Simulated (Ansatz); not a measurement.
Where the default PAW files enter, the runs use the earlier of Ansatz's two default sets.

## Evanescent states of AgI (P6_3mc, wurtzite, 4 atoms a cell, 35.5 Å³ an atom, -2 GPa at this level) along the normal of (001)

Computed with PBEsol (plane waves, PAW; Ansatz, an electronic-structure program).

The gap is the functional's own. No spin-orbit coupling. Mid-gap values are interpolated on the energy grid.

Energies count from the valence-band top; κ is the least over a 12×12 mesh across the current.

| E (eV) | κ (1/Å) | where |
|---|---|---|
| 0.04 | 0.065 | Γ |
| 0.12 | 0.083 | Γ |
| 0.20 | 0.096 | Γ |
| 0.28 | … | Γ |
| 0.36 | … | Γ |
| 0.44 | … | Γ |
| 0.52 | … | Γ |
| 0.60 | … | Γ |
| 0.68 | … | Γ |
| 0.76 | … | Γ |
| 0.84 | … | Γ |
| 0.92 | … | Γ |
| 1.00 | 0.089 | Γ |
| 1.08 | 0.075 | Γ |
| 1.16 | 0.054 | Γ |

What belongs in the gaps?


- 0.28, κ (1/Å): 0.104
- 0.36, κ (1/Å): 0.110
- 0.44, κ (1/Å): 0.114
- 0.52, κ (1/Å): 0.116
- 0.60, κ (1/Å): 0.117
- 0.68, κ (1/Å): 0.115
- 0.76, κ (1/Å): 0.112
- 0.84, κ (1/Å): 0.107
- 0.92, κ (1/Å): 0.099
